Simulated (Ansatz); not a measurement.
Abridged Ansatz (an electronic-structure program) output:

```
Pseudopotential: Zr, paw, valence charge 12
Pseudopotential: Hf, paw, valence charge 26
Crystal: 8 atoms, lattice volume = 184.538 Å³
Basis set: ecut = 500 eV, 4665 PW (Γ), exchange–correlation on 96×160×360 points (64 copies of the dense FFT grid, shifted against one another)
Bands: 83, of which v1, the nominal top of the filled ones, is band 69 counted from 1 (68 counted from 0)
Symmetry: 4 space group operations
k-points: 120 of 630 (time reversal used)
Functional: x = r2scan, c = r2scan; τ floored in thin density (d = 2e-4 eV/Å³)
SCF iter   1: F=—  HF=-68176.721213 eV  |F-HF|=—  |Δ(HF+E_count)|=         —  Δρ=3.31e-2  dr2=2.60e0  dr2_τ=1.20e-1  ethr=1.88e-3  ⟨swp⟩=1.0  Hψ=42290  notcnv=0
SCF iter   2: F=—  HF=-68176.794447 eV  |F-HF|=—  |Δ(HF+E_count)|=   7.32e-2  Δρ=2.22e-2  dr2=1.13e0  dr2_τ=2.45e-2  ethr=1.88e-3  ⟨swp⟩=2.4  Hψ=14567  notcnv=0
SCF 1 converged in 14 iterations: F = -68176.650102 eV  dr2 = 3.88e-10
SCF converged after 14 iterations
Free energy (F): -68176.650102 eV
Internal energy: -68176.602682 eV  (E = F + TS)
E sigma→0 (E₀):  -68176.626392 eV
Entropy (-TS):   -0.047421 eV (-5.928 meV/atom)
Fermi energy:    15.412188 eV
--- Forces (eV/Å), atoms counted from 1 ---
  atom   1  Zr     0.00000000     0.00000000     0.00000808
  atom   2  Zr    -0.00000000     0.00000000    -0.00019945
  atom   3  Hf     0.00000000     0.00000000     0.00041254
  atom   4  Zr     0.00000000     0.00000000    -0.00013503
  atom   5  Hf    -0.00000000    -0.00000000    -0.00136648
  atom   6  Zr     0.00000000    -0.00000000     0.00017872
  atom   7  Zr    -0.00000000    -0.00000000     0.00009595
  atom   8  Hf    -0.00000000     0.00000000     0.00100457
--- Stress (GPa, compression-positive) ---
        0.006248      -0.000000      -0.000000
       -0.000000       0.001472      -0.000000
       -0.000000      -0.000000       0.000487
  P = ⅓ Tr σ = 0.0027 GPa (0.027 kbar)
```

### Question
What was computed, and what are the main results?

### Answer
Hf3Zr5, 8 atoms in the cell, with r2SCAN (Ansatz, PAW, no spin-orbit coupling), earlier PAW set. The last SCF converged to F = -68176.650102 eV, or -8522.0813 eV per atom, at a pressure of 0.00 GPa. The total energy compares only with runs of the same code, potentials and settings.

Each cell is one ordered arrangement of few atoms, which overstates ordering effects compared with a random alloy. Whether these cells are dynamically stable was not tested. All final runs are without spin polarisation. The cell was made from Zr by this change: x(Hf) = 0.375, 8 atoms, Pmm2.
